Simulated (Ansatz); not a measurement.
Start from TiO$_{2}$ in the rutile structure (space group P4_2/mnm, No. 136).

```xyz
6
Lattice="4.5967 0.0000 0.0000 0.0000 4.5967 0.0000 0.0000 0.0000 2.9537" Properties=species:S:1:pos:R:3 pbc="T T T"
Ti     0.0000     0.0000     0.0000
Ti     2.2984     2.2984     1.4768
O      1.4002     1.4002     0.0000
O      3.6986     0.8981     1.4768
O      0.8981     3.6986     1.4768
O      3.1965     3.1965     0.0000
```

Calculations: plane-wave PAW DFT at the r2SCAN level (Ansatz, a quantum-chemistry and plane-wave program, 500 eV), no SOC.

For the base:

```
Item                                   Value
---------------------  ---------------------
Valence-band top at Γ  0.00, -0.48, -0.48 eV
Pressure                            0.00 GPa
Band gap                             2.22 eV
```

It is then changed as follows: the cell is scaled by 0.9757 in all directions, atoms relaxed at fixed cell.

Problem. Estimate the effect on the valence-band top at Γ, hole mass, pressure and band gap.

Solution. The valence-band top at Γ (three highest levels, from the VBM) changes from 0.00, -0.48, -0.48 eV to 0.00, -0.53, -0.53 eV; the hole mass comes out as 2.9 mₑ along c, 2.0 mₑ across (at Γ); the pressure (mean of the normal stresses, compression positive) goes from zero to 20.89 GPa; the band gap grows by 0.11 eV, from 2.22 eV to 2.33 eV.

The cells carry an imposed strain or load. Effective masses come from finite differences of ±0.01 Å⁻¹. Whether these cells are dynamically stable was not tested. The final runs are not spin-polarised.
